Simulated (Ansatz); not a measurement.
Input and output of a self-consistent single point for HgPt3 (Cmm2, 4 atoms in the cell) (Ansatz, a first-principles code).

Method of the run: PBEsol, default PAW files made with PBE (plane waves; Ansatz).

```xyz
4
Lattice="2.9056 -3.9607 0.0000 2.9056 3.9607 0.0000 0.0000 0.0000 2.8970" Properties=species:S:1:pos:R:3 pbc="T T T"
Hg     0.0000     0.0000     0.0500
Pt     2.9056     0.0000     0.0000
Pt     1.4528     1.9803     1.4485
Pt     1.4528    -1.9803     1.4485
```

Reference input (self-consistent single point, DFT, PBEsol, plane waves, default PAW files made with PBE): basis.ecutwfc = 420 eV; kpoints.mp_grid.grid = 7 7 11; hamiltonian.xc = pbesol; hamiltonian.pseudopotentials = {kind: paw} (the program's default PAW files); scf.occupations.method = fermi_dirac; scf.occupations.width = 0.1 eV. This run's input differs from it in these lines:

Ansatz 0.2 input:
```diff
@@ -14,3 +14,3 @@
   mp_grid:
-    grid: [7, 7, 11]
+    grid: [5, 5, 8]
 hamiltonian:
@@ -22,3 +22,3 @@
     method: fermi_dirac
-    width: 0.1 eV
+    width: 0.3 eV
 output:
```

Output, abridged:

```
SCF iter   1: F=—  HF=-50819.882013 eV  |F-HF|=—  |Δ(HF+E_count)|=         —  Δρ=8.07e-3  dr2=3.57e-2  ethr=1.77e-3  ⟨swp⟩=5.7  Hψ=7346  notcnv=0  defer=5
all-band conjugate gradients solve this SCF's bands
preconditioner: auto → Kerker (q_TF=auto, 2.776 Å⁻¹)
SCF iter   2: F=—  HF=-50819.877635 eV  |F-HF|=—  |Δ(HF+E_count)|=   4.38e-3  Δρ=4.30e-3  dr2=1.05e-2  ethr=4.82e-5  ⟨swp⟩=2.1  Hψ=3043  notcnv=0  defer=5
   [... lines left out ...]
SCF iter   4: F=—  HF=-50819.874938 eV  |F-HF|=—  |Δ(HF+E_count)|=   2.90e-5  Δρ=1.37e-4  dr2=3.71e-5  ethr=3.56e-7  ⟨swp⟩=1.1  Hψ=2174  notcnv=0  defer=5
SCF iter   5: F=—  HF=-50819.874905 eV  |F-HF|=—  |Δ(HF+E_count)|=   3.22e-5  Δρ=4.58e-5  dr2=1.77e-6  ethr=5.01e-8  ⟨swp⟩=1.5  Hψ=2205  notcnv=0  defer=5
SCF iter   6: F=—  HF=-50819.874905 eV  |F-HF|=—  |Δ(HF+E_count)|=   3.88e-7  Δρ=1.06e-5  dr2=1.06e-7  ethr=2.39e-9  ⟨swp⟩=2.3  Hψ=3531  notcnv=0  defer=5
SCF iter   7: F=-50819.874905 eV  HF=-50819.874905 eV  |F-HF|=2.74e-9  |Δ(HF+E_count)|=   2.27e-8  Δρ=2.89e-6  dr2=5.77e-9  ethr=1.35e-10  ⟨swp⟩=6.9  Hψ=7383  notcnv=0
SCF 1 converged in 7 iterations: F = -50819.874905 eV  dr2 = 5.77e-9
Free energy (F): -50819.874905 eV
Internal energy: -50818.985153 eV  (E = F + TS)
E sigma→0 (E₀):  -50819.430029 eV
Entropy (-TS):   -0.889752 eV (-222.438 meV/atom)
Fermi energy:    20.881082 eV
--- Forces (eV/Å), atoms counted from 1 ---
  atom   1  Hg     0.00000000     0.00000000    -0.17501535
  atom   2  Pt     0.00000000     0.00000000    -0.01479970
  atom   3  Pt    -0.00000000     0.00000000     0.09490729
  atom   4  Pt     0.00000000     0.00000000     0.09490729
--- Stress (GPa, compression-positive) ---
       -7.003534       0.000000       0.000000
        0.000000      -6.541009       0.000000
        0.000000       0.000000      -7.761387
  P = ⅓ Tr σ = -7.1020 GPa (-71.020 kbar)
  The stress holds the Pulay correction. Without it, at fixed plane waves, as pw.x and ABINIT print it: P = -7.1554 GPa
```

The run converged in 7 iterations. Against the reference run the free energy drops by 105 meV/atom, the pressure goes from -8.27 to -7.10 GPa and the largest force hardly changes (0.173 to 0.175 eV/Å).

The starting cell comes from a database of computed structures (which also holds hypothetical and non-ambient phases and stackings), without a prior relaxation at this level. Its lattice was rescaled by up to half a per cent. One atom was moved a little off its site on purpose. Spin polarisation is off. With a pressure of about -7 GPa the cell is away from its equilibrium volume at this level. Ansatz's pressure includes its estimate of the finite-basis (Pulay) stress.
